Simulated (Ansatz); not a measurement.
## Effect of pressure 2.1 GPa on GaCuSe2

Take GaCuSe₂ in the chalcopyrite structure (space group I-42d, No. 122; a = 5.672 Å, c = 11.263 Å) as the base.

It is then changed as follows: cell and atoms relaxed at a pressure of 2.1 GPa.

The values are results of PBE (Ansatz, a first-principles code), no spin-orbit coupling, not measurements. Settings: 8×8×8 k-points, 0.05 eV Fermi–Dirac smearing.

| quantity | base | changed | shift |
|---|---|---|---|
| volume per atom | 22.64 Å³ | 21.92 Å³ | -0.72 Å³ |
| density | 5.34 g/cm³ | 5.51 g/cm³ | +0.176 g/cm³ |
| lattice parameter a | 5.672 Å | 5.612 Å | -0.060 Å |
| c/a ratio | 1.986 | 1.985 | -0.001 |
| enthalpy H = E + PV relative to the base's energy | – | +0.29 eV/atom | – |
| band gap | zero | 0.12 eV | – |
| valence-band top at Γ (three highest levels, from the VBM) | – | 0.00, -0.10, -0.10 eV | – |

Load acts through the strain it causes; cell and atoms are relaxed under it. Whether these cells are dynamically stable was not tested. The final runs are not spin-polarised. A zero or small gap of GaCuSe2 can be the functional's error rather than a property of the material.
